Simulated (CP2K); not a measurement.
CP2K run on LaIn5Ir (P1, 7 atoms in the cell): self-consistent single point.

Method of the run: LDA (Pade form), GPW, DZVP-MOLOPT-SR-GTH basis, GTH-PADE potentials (GTH_POTENTIALS) in CP2K 2026.2.

The change in words: atoms moved at random. Reference geometry:
```xyz
7
Lattice="4.7461 0.0000 0.0000 0.0000 4.7461 0.0000 0.0000 0.0000 7.6727" Properties=species:S:1:pos:R:3 pbc="T T T"
La     0.0000     0.0000     0.0000
In     2.3731     0.0000     5.3162
In     2.3731     0.0000     2.3565
In     0.0000     2.3731     5.3162
In     0.0000     2.3731     2.3565
In     2.3731     2.3731     0.0000
Ir     0.0000     0.0000     3.8364
```

Reference input (self-consistent single point, DFT LDA (Pade form), GPW, DZVP-MOLOPT-SR-GTH basis, GTH-PADE potentials (GTH_POTENTIALS)): CUTOFF = 500 Ry; REL_CUTOFF = 50 Ry; SMEAR/METHOD = FERMI_DIRAC; ELECTRONIC_TEMPERATURE = 1578.21 K; KPOINTS/SCHEME = MONKHORST-PACK 5 5 3; XC_FUNCTIONAL = PADE; La/BASIS_SET = DZVP-MOLOPT-SR-GTH-q11; La/POTENTIAL = GTH-PADE-q11; In/BASIS_SET = DZVP-MOLOPT-SR-GTH-q13; In/POTENTIAL = GTH-PADE-q13; Ir/BASIS_SET = DZVP-MOLOPT-SR-GTH-q17; Ir/POTENTIAL = GTH-PADE-q17. This run's input differs from it in these lines:

```diff
@@ -71,9 +71,9 @@
       SCALED
-      La       0.00000000     0.00000000     0.00000000
-      In       0.50000000     0.00000000     0.69287000
-      In       0.50000000     0.00000000     0.30713000
-      In       0.00000000     0.50000000     0.69287000
-      In       0.00000000     0.50000000     0.30713000
-      In       0.50000000     0.50000000     0.00000000
-      Ir       0.00000000     0.00000000     0.50000000
+      La      -0.01000200     0.00536100    -0.00616700
+      In       0.49428500    -0.01387200     0.69445700
+      In       0.50675400     0.00460200     0.30204100
+      In       0.00528700     0.50098400     0.70248600
+      In       0.00292400     0.51257000     0.30646800
+      In       0.50066400     0.49361100    -0.00986900
+      Ir       0.00008800    -0.00325600     0.51058300
     &END COORD
```

Output, abridged:

```
 SCF WAVEFUNCTION OPTIMIZATION

  Step     Update method      Time    Convergence         Total energy    Change
     1 NoMix/Diag. 0.20E+00      -     1.44621436      -420.0937899138 -4.20E+02
     2 Broy./Diag. 0.20E+00      -     0.03407696      -419.7272584624  3.67E-01
     3 Broy./Diag. 0.20E+00      -     0.10893938      -419.6917282155  3.55E-02
     4 Broy./Diag. 0.20E+00      -     0.08703119      -419.7645323460 -7.28E-02
     5 Broy./Diag. 0.20E+00      -     0.05030762      -418.5663156810  1.20E+00
     6 Broy./Diag. 0.20E+00      -     0.01074143      -418.9112639088 -3.45E-01
   [... 10 lines left out ...]
    17 Broy./Diag. 0.20E+00      -     0.00002458      -419.1773530588  6.04E-05
    18 Broy./Diag. 0.20E+00      -     0.00000117      -419.1773520584  1.00E-06
    19 Broy./Diag. 0.20E+00      -     0.00000297      -419.1773503600  1.70E-06
    20 Broy./Diag. 0.20E+00      -     0.00000027      -419.1773476079  2.75E-06
  *** SCF run converged in    20 steps ***

  Overlap energy of the core charge distribution:               0.00000000024528
  Self energy of the core charge distribution:               -673.40949734394371
  Core Hamiltonian energy:                                    187.83200286816196
  Hartree energy:                                             117.85379228064326
  Exchange-correlation energy:                                -51.44730034369440
  Electronic entropic energy:                                  -0.00634506945510
  Fermi energy:                                                 0.30582471297863

  Total energy:                                              -419.17734760794212
  Total energy (extrapolated to T->0):                       -419.17417507321460

   [... lines left out ...]

 STRESS| Analytical stress tensor [bar]
 STRESS|                        x                   y                   z
 STRESS|      x       -5.21316763181E+04  -3.46588453589E+02   1.16130219277E+03
 STRESS|      y       -3.46588453589E+02  -5.29658220681E+04  -7.54666621590E+02
 STRESS|      z        1.16130219277E+03  -7.54666621590E+02  -6.00969033715E+04
 STRESS| 1/3 Trace                                            -5.50648005859E+04
```

The run converged in 20 iterations. Against the reference run the free energy rises by 14.5 meV/atom, the pressure goes from -5.37 to -5.51 GPa and the largest force goes from 0.073 to 0.577 eV/Å.

The starting cell comes from a database of computed structures (which also holds hypothetical and non-ambient phases and stackings), without a prior relaxation at this level. Its lattice was rescaled by a random factor within 2.5 % of one. For this run, on top of that: atoms moved at random. Spin polarisation is off. Values carry the incompleteness of an atom-centred basis. With a pressure of about -6 GPa the cell is away from its equilibrium volume at this level.

Cost on one core of a shared machine: roughly 2 min.
